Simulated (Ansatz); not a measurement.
# Rh vacancy + H interstitial in fcc Rh

Calculation: PBE, PAW (plane waves to 420 eV; Ansatz, an electronic-structure program). Details: 32-site cell; 6×6×6 shifted k-points; start: the Rh site; off centre in the vacancy; energies good to tenths of an eV; the relaxation kept the symmetry of the starting site; relaxed from one start, so a lower configuration may exist.

Neighbours after relaxation, in Å: of the emptied site: H 1.53; of the H atom: Rh 1.95, Rh 1.95, Rh 1.95, Rh 1.95, Rh 2.33.

Formation energies E_f are those of the neutral cell. Chemical conditions: host crystal and elements as references (Δμ(Rh) = 0.00 eV, Δμ(H) = 0.00 eV; H taken from its element, since no compound that bounds it was computed at this level; only phases computed here count, gases as isolated molecules at 0 K). Reference phases: H: H2 molecule in a box, Rh: fcc Rh.

```tsv
charge	moment (μB)	point group	largest move off a lattice site (Å)	E_f, host crystal and elements as references (eV)
0	not spin-polarised	C4v	0.03	1.65
```

Point groups are those of the whole cell at tolerances of 0.03 and 0.1 Å ("near" where only the looser one holds); none is given for unsettled states.
